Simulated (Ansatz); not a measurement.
# Migration barriers: interstitial Al in zinc-blende AlP, charge state +3

Consider interstitial Al in zinc-blende AlP, charge state +3. All values below come from PBE, PAW (plane waves to 420 eV; Ansatz, a program for electronic structure).

Settings: 64 host sites, the relaxed PBE lattice, a 2×2×2 k-point mesh shifted by half a step, smearing 0.01 eV, spin-restricted, no image-charge correction. Energies are static. The charge state is imposed; whether it is stable for some Fermi level was not computed. Sites that were not tried may lie lower.

Barriers: single points on a 3×3×3 k-point mesh shifted by half a step at the bands' geometries.

```tsv
Route	Start site over the lowest site run (eV)	Hop (Å)	Forward barrier (eV)	Backward barrier (eV)	Neighbours at the start	Neighbours at the saddle	Saddle order	Forward, on the band's own sampling (eV)
Al moves alone to another site	0.00	2.38	1.26	0.41	6 Al at 2.90; 4 P at 2.37 Å	3 Al at 2.60; 3 P at 2.33 Å	first order	1.27
```

Paths come from CI-NEB runs.
